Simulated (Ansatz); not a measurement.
## A computed series for TiSi2: response to strain

The reference is TiSi₂ (space group Fddd, No. 70; a = 4.760 Å, b = 8.180 Å, c = 8.499 Å). Axes: x, y, z lie along a, b, c of the conventional cell.

Strains are applied to the cell and any free atomic positions relax; under biaxial strain the out-of-plane vector relaxes too.

All numbers come from PBEsol (Ansatz, a program for electronic structure; PAW; 420 eV plane waves; no spin-orbit coupling), earlier PAW set.

Notes on the quantities. energy relative to the base: free energy F; pressure: mean of the normal stresses, compression positive.

| change | energy relative to the base | volume per atom | pressure |
|---|---|---|---|
| base | 0 meV/atom | 13.79 Å³ | 0.0 GPa |
| biaxial strain +1.47 %, plane normal [001], relaxed out of plane | +6.1 meV/atom | 14.14 Å³ | -3.1 GPa |
| biaxial strain +2.42 %, plane normal [001], relaxed out of plane | +16 meV/atom | 14.37 Å³ | -4.9 GPa |
| isotropic strain −5.91 % | +0.255 eV/atom | 11.49 Å³ | 41.5 GPa |

Without a gap, meshes like the base's 13×13×13 leave anisotropic stresses uncertain by several tenths of a GPa, and small strain energies with them. No phonon test of stability was made. All final runs are without spin polarisation.
